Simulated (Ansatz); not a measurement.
Structures of equal composition on the (111) surface of fcc Rh: a layer of Mg in place of the second plane; a layer of Mg in place of the third plane. The slabs share one bottom face, and each structure is named by its start. These are constructed structures in small cells; real faces may alloy, dewet or reconstruct in larger ones, and not all known structures of the face are among them. Slabs of about 11 Å, Fermi-Dirac smearing of 0.1 eV. Bottom of the slabs: a bare face, its two planes held. Relaxed from the named starts with such symmetry as they have, on meshes of like density; energies extrapolated to zero smearing; spin only where a row says so; no spin-orbit coupling, no U. Brackets mark spin-polarised runs, whose order is one that fits the cell.

Level of theory: PBE (plane waves to 420 eV, PAW; Ansatz, a quantum-chemistry and plane-wave program).

### Question
Rank these by energy per 1x1 cell (lowest first), as PBE gives it.

### Answer
a layer of Mg in place of the second plane (0.000 eV), a layer of Mg in place of the third plane (0.343 eV)
